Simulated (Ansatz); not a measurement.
Consider HgSe in the zinc blende structure (space group F-43m, No. 216).

HgSe is taken in the cubic space group F-43m (No. 216), the zinc blende structure, Pearson symbol cF8. Cell: a = 6.1332 Å, b = 6.1332 Å, c = 6.1332 Å, α = 90.00°, β = 90.00°, γ = 90.00°. Se on 4d is surrounded by 4 Hg at 2.656 Å (tetrahedral). Hg on 4a is coordinated by 4 Se at 2.656 Å (tetrahedral). (Neighbours: up to the widest gap in distance over summed covalent radii, below 1.35, at either atom; cation-cation and far metal-metal contacts left out.)
(The calculation used a cell of 2 atoms; values per cell refer to that cell.)

All numbers come from PBEsol, PAW, 420 eV (Ansatz, a program for electronic structure; no SOC), earlier PAW set.

One change was made to it. Results:

```
quantity                             base        after
-----------------------------  ----------  -----------
band gap                             zero         zero
shortest interatomic distance     2.656 Å      2.452 Å
density                        8.05 g/cm³  10.23 g/cm³
```

Question: Which change produced these results?
A. pressure 4.5 GPa
B. pressure 22.5 GPa
C. pressure 2.1 GPa
D. pressure 9 GPa

Answer: B, pressure 22.5 GPa. For comparison, the shortest interatomic distance in the other runs: pressure 9 GPa gives 2.546 Å; pressure 2.1 GPa gives 2.623 Å; pressure 4.5 GPa gives 2.592 Å.

A case with no gap was solved on a k-mesh chosen for an insulator, which is coarse for it. Spin-orbit coupling, missing from the scalar runs, can matter with Hg. Load acts through the strain it causes; cell and atoms are relaxed under it. No phonon test of stability was made. Tetrahedral semiconductors of this kind turn to denser phases somewhere between about 1 and 50 GPa; those were not computed, so compressed cells here can lie past the real transition. All final runs are without spin polarisation. The zero or small gap of HgSe can change with the level of theory.
